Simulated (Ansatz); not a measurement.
An ideal cubic perovskite cell is held by its symmetry; such compounds can tilt or shift off centre at room temperature. The starting structures come from a database of crystals and need not be the phases stable at ambient conditions.

## Evanescent states of CsCaBr3 (Pm-3m, cubic perovskite, not sure to be the ambient phase, 5 atoms a cell, 37.2 Å³ an atom) along the normal of (001)

Level of theory: r2SCAN (plane waves, PAW; Ansatz, an electronic-structure program).

The gap is the functional's own. No spin-orbit coupling. Mid-gap values are interpolated on the energy grid.

Energies count from the valence-band top; κ is the least over a 6×6 mesh across the current.

| E (eV) | κ (1/Å) | where |
|---|---|---|
| 0.12 | 0.168 | off Γ |
| 0.36 | 0.236 | Γ |
| 0.60 | 0.265 | Γ |
| 0.84 | 0.286 | Γ |
| 1.08 | 0.302 | Γ |
| 1.32 | … | Γ |
| 1.56 | … | Γ |
| 1.80 | … | Γ |
| 2.04 | … | Γ |
| 2.28 | … | Γ |
| 2.52 | … | Γ |
| 2.76 | … | Γ |
| 3.00 | … | Γ |
| 3.24 | … | Γ |
| 3.48 | … | Γ |
| 3.72 | … | Γ |
| 3.96 | … | Γ |
| 4.20 | 0.259 | Γ |
| 4.44 | 0.234 | Γ |
| 4.68 | 0.200 | Γ |
| 4.92 | 0.153 | Γ |
| 5.16 | 0.060 | Γ |

Task: What belongs in the gaps?

Result: 
- 1.32, κ (1/Å): 0.313
- 1.56, κ (1/Å): 0.321
- 1.80, κ (1/Å): 0.327
- 2.04, κ (1/Å): 0.330
- 2.28, κ (1/Å): 0.331
- 2.52, κ (1/Å): 0.330
- 2.76, κ (1/Å): 0.327
- 3.00, κ (1/Å): 0.322
- 3.24, κ (1/Å): 0.315
- 3.48, κ (1/Å): 0.305
- 3.72, κ (1/Å): 0.293
- 3.96, κ (1/Å): 0.278
